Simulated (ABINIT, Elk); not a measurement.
An Elk input for a self-consistent single point of Cu (Fm-3m, 1 atom in the cell) (DFT, PBEsol, all-electron FP-LAPW, Elk's shipped species files, APW+lo basis with extra local orbitals):

```
tasks
  0

xctype
  22

rgkmax
  7.5

gmaxvr
  14.0

nxlo
  2

lorbcnd
  .true.

rmtscf
  0.94

lmaxi
  3

swidth
  0.00499791

maxscl
  100

scale
  1.889726125

avec
    0.0000000000    1.8066020000    1.8066020000
    1.8066020000    0.0000000000    1.8066020000
    1.8066020000    1.8066020000    0.0000000000

sppath
  './'

atoms
  1
  'Cu.in'
  1
  0.0000000000  0.0000000000  0.0000000000    0.0 0.0 0.0

ngridk
  16 16 16
```

**Question.** Give the ABINIT input for the same structure, mesh, smearing and functional.

**Answer.** This is the input that was run; spellings and numerical settings could be chosen otherwise.

```
# Cu, JTH v2.0 PBE PAW
pp_dirpath "./"
pseudos "Cu.GGA_PBE-JTH.xml"
acell 2.5549210502 2.5549210502 2.5549210502 Angstrom
rprim
         0.0000000000    0.7071067812    0.7071067812
         0.7071067812    0.0000000000    0.7071067812
         0.7071067812    0.7071067812    0.0000000000
natom 1
ntypat 1
znucl 29
typat 1
xred    0.0000000000    0.0000000000    0.0000000000
ecut 60 Ry
pawecutdg 120 Ry
pawxcdev 0
ixc -116133
occopt 3
tsmear 0.136 eV
nband 15
kptopt 1
ngkpt 16 16 16
nshiftk 1
shiftk 0 0 0
nstep 100
tolvrs 1.0e-10
prtwf 0
prtden 0
enunit 1
```

Basis, cutoffs, solver keys and any potentials are the target program's own. This input uses DFT, PBEsol, plane waves, PAW (JTH v2.0 PBE PAW, files made for PBE).

The starting cell comes from a database of computed structures (which also holds hypothetical and non-ambient phases and stackings), without a prior relaxation at this level. Its lattice was rescaled by a random factor within 2.5 % of one.
